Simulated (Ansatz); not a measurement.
The reference is MgS in the rock salt structure (space group Fm-3m, No. 225; a = 5.182 Å). Axes: x, y, z lie along the cube axes.

The change: uniaxial stress, 3 GPa compression along z; all other stress components relax to zero.

Levels (all Ansatz, a quantum-chemistry and plane-wave program, PAW): PBEsol (420 eV, no spin-orbit coupling); r2SCAN (500 eV, no spin-orbit coupling).

The geometry is relaxed with PBEsol.

| Quantity | Value |
|---|---|
| PBEsol electron mass | 0.50 mₑ along k, 0.30 mₑ across (at M) |
| PBEsol band gap | 2.63 eV |
| PBEsol pressure | 1.00 GPa |

Task: What does r2SCAN give at this geometry for the electron mass, band gap and pressure?

Result: The electron mass changes from 0.50 mₑ along k, 0.30 mₑ across (at M) to 0.50 mₑ along k, 0.31 mₑ across (at M); the band gap rises by 0.76 eV, from 2.63 eV to 3.39 eV; the pressure grows by 1.06 GPa (1.00 GPa → 2.06 GPa).

Single points use the geometry relaxed with PBEsol. Their cutoffs differ, which shifts pressures a little. Load acts through the strain it causes; cell and atoms are relaxed under it. Effective masses come from finite differences of ±0.01 Å⁻¹. Along k means along the line from Γ to the band edge. Stability under load was not tested beyond the relaxation.
